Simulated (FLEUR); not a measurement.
## Convergence study of the basis cutoff for HgTe (R3m, 2 atoms in the cell)

```xyz
2
Lattice="0.0000 3.2138 3.2138 3.2138 0.0000 3.2138 3.2138 3.2138 0.0000" Properties=species:S:1:pos:R:3 pbc="T T T"
Hg     0.0289     0.0289     0.0289
Te     1.6069     1.6069     1.6069
```

Computed with PBEsol, all-electron FLAPW (FLEUR), scalar-relativistic valence run with FLEUR.

Base settings: Kmax = 4.2 1/bohr; GmaxXC = 16.8 1/bohr; xcFunctional = PBEs; jspins = 1; l_soc = F; mode = hist; fermiSmearingEnergy = 0.00036749 Htr; mesh (inpgen div1-3) = 3 3 3; inpgen gamma flag = false; Gmax = 16.8 1/bohr.

Moved along: Gmax, GmaxXC.

The second cell is the first with its lattice scaled by 0.98.

The mesh stays at the base's, so the ladder's end is converged at best in this setting alone.

Only quantities that move along the ladder and can be compared are tabulated.

Core times come from one kind of shared machine, to one figure; runs under 30 s give none.

The starting cell has typed, rounded lattice constants, without a prior relaxation at this level. Its lattice was rescaled by up to half a per cent. One atom was moved a little off its site on purpose. Values depend on the basis (sphere radii, cutoffs, local orbitals), which need not be converged. No gap is read from this output.

Steps (Kmax): 2.48 1/bohr; 2.66 1/bohr; 2.82 1/bohr; 2.97 1/bohr; 3.11 1/bohr; 3.25 1/bohr; 3.51 1/bohr; 3.76 1/bohr; 3.98 1/bohr; 4.2 1/bohr; 4.4 1/bohr; 4.6 1/bohr; 4.88 1/bohr; 5.14 1/bohr; 5.56 1/bohr.

**Question.** What is the coarsest Kmax that holds the forces within 0.005 eV/Å of the last step, with all finer ones?

**Answer.** 3.11 1/bohr, at about 0.2 of the last step's time; the step before is off by 0.010 eV/Å.

**Question.** What is the state of the free energy at the end of the ladder?

**Answer.** Still drifting one way, by 3.8 meV/atom over the last two steps, so the last step is no safe reference.

**Question.** What is the coarsest Kmax that holds the energy of the compressed cell less the first within 2 meV/atom of the last step, with all finer ones?

**Answer.** 3.98 1/bohr, at about 0.2 of the last step's time; the step before is off by 2.6 meV/atom.

| Kmax | free energy less the last step's (meV/atom) | energy of the compressed cell less the first (meV/atom) | largest difference of a force vector from the last step's (eV/Å) | core time / last (rough) |
|---|---|---|---|---|
| 2.48 1/bohr | 4310.42 | 187.88 | 0.087 | 0.2 |
| 2.66 1/bohr | 2492.34 | -100.85 | 0.091 | 0.1 |
| 2.82 1/bohr | 1437.48 | 122.64 | 0.035 | – |
| 2.97 1/bohr | 901.61 | 36.97 | 0.010 | 0.1 |
| 3.11 1/bohr | 521.36 | 67.82 | 0.002 | 0.2 |
| 3.25 1/bohr | 341.90 | 43.88 | 0.002 | 0.2 |
| 3.51 1/bohr | 134.36 | 55.82 | 0.002 | 0.2 |
| 3.76 1/bohr | 54.55 | 64.47 | 0.001 | 0.2 |
| 3.98 1/bohr | 27.84 | 63.07 | 0.001 | 0.2 |
| 4.2 1/bohr | 15.73 | 61.73 | 0.001 | 0.2 |
| 4.4 1/bohr | 9.61 | 61.99 | 0.001 | 0.4 |
| 4.6 1/bohr | 6.49 | 61.72 | 0.001 | 0.4 |
| 4.88 1/bohr | 3.77 | 61.85 | 0.000 | 0.5 |
| 5.14 1/bohr | 2.00 | 61.80 | 0.000 | 0.5 |
| 5.56 1/bohr | 0.00 | 61.83 | 0.000 | 1 |
